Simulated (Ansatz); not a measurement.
# MgF$_{2}$ in the rutile structure (space group P4_2/mnm, No. 136)

Space group P4₂/mnm (No. 136); a = b = 4.639 Å, c = 3.062 Å, α = β = γ = 90.00°

| atom | site | symmetry | x | y | z |
|---|---|---|---|---|---|
| Mg | 2a | m.mm | 0.0000 | 0.0000 | 0.0000 |
| F | 4f | m.2m | 0.3034 | 0.3034 | 0.0000 |

Method: plane-wave PAW DFT at the PBEsol level (Ansatz, a program for electronic structure, 420 eV), no spin-orbit coupling. Settings: 7×7×11 k-points, 0.05 eV Fermi–Dirac smearing.

| Property | Result |
|---|---|
| Volume per atom | 10.98 Å³ |
| Density | 3.14 g/cm³ |
| Band gap | 6.89 eV, direct at Γ |
| Lowest conduction-band minima above the VBM | Γ 6.89 eV |
| Total energy | -1172.649 eV/atom (σ→0; compares only within this code and set-up) |

Whether these cells are dynamically stable was not tested. The base started in Pnnm and relaxed to P4_2/mnm at this level.
